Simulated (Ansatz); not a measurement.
Consider C in the diamond structure (space group Fd-3m, No. 227; a = 3.554 Å). Axes: x, y, z lie along the cube axes.

It is then changed as follows: tensor shear ε_xy = −2.01 % (engineering shear γ = -0.0402), atoms relaxed at fixed cell.

Levels (all Ansatz, a quantum-chemistry and plane-wave program, PAW): PBEsol (420 eV, without spin-orbit coupling); r2SCAN (500 eV, no spin-orbit coupling); HSE06 (420 eV, no spin-orbit coupling).

One geometry, relaxed with PBEsol, under each level:

| level | band gap | lowest conduction level above the VBM at special points | pressure |
|---|---|---|---|
| PBEsol | 3.73 eV | X 3.75 eV; T 4.55 eV; Σ₀ 4.85 eV; F₂ 4.85 eV | 0.76 GPa |
| r2SCAN | … | … | … |
| HSE06 | 5.02 eV | X 5.05 eV; T 5.88 eV; Σ₀ 6.22 eV; Γ 6.35 eV | – |

Q: Give the withheld r2SCAN results.

A: 
- r2SCAN, band gap: 4.10 eV
- r2SCAN, lowest conduction level above the VBM at special points: X 4.14 eV; T 4.97 eV; Σ₀ 5.28 eV; F₂ 5.28 eV
- r2SCAN, pressure: 3.27 GPa

Single points use the geometry relaxed with PBEsol. Their cutoffs differ, which shifts pressures a little. HSE06 was sampled on its mesh, a few special points and the semilocal edge points, so its gap is an upper bound. The cells carry an imposed strain or load. Stability against distortions was not tested. k-point labels follow each cell's own Brillouin zone.
